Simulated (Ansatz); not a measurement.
## TiB$_{2}$ (space group P6/mmm, No. 191)

```cif
data_B2Ti
_chemical_formula_sum 'Ti1 B2'
_space_group_name_H-M_alt 'P6/mmm'
_space_group_IT_number 191
_space_group_name_Hall '-P 6 2'
_cell_length_a 3.03199
_cell_length_b 3.03199
_cell_length_c 3.22435
_cell_angle_alpha 90.000
_cell_angle_beta 90.000
_cell_angle_gamma 120.000
loop_
_atom_site_label
_atom_site_type_symbol
_atom_site_symmetry_multiplicity
_atom_site_Wyckoff_symbol
_atom_site_fract_x
_atom_site_fract_y
_atom_site_fract_z
_atom_site_occupancy
Ti1 Ti 1 a 0.00000 0.00000 0.00000 1
B1 B 2 d 0.33333 0.66667 0.50000 1
```

Computed with PBE (Ansatz, a program for electronic structure, PAW, scalar-relativistic without spin-orbit coupling). k-mesh 18×18×14 (Γ-centred); smearing 0.05 eV (Fermi–Dirac).

| Quantity | Result |
|---|---|
| Volume per atom | 8.56 Å³ |
| Density | 4.50 g/cm³ |
| Band gap | zero |
| Total energy | -938.231 eV/atom (σ→0; compares only within this code and set-up) |

No phonon test of stability was made. All final runs are without spin polarisation.
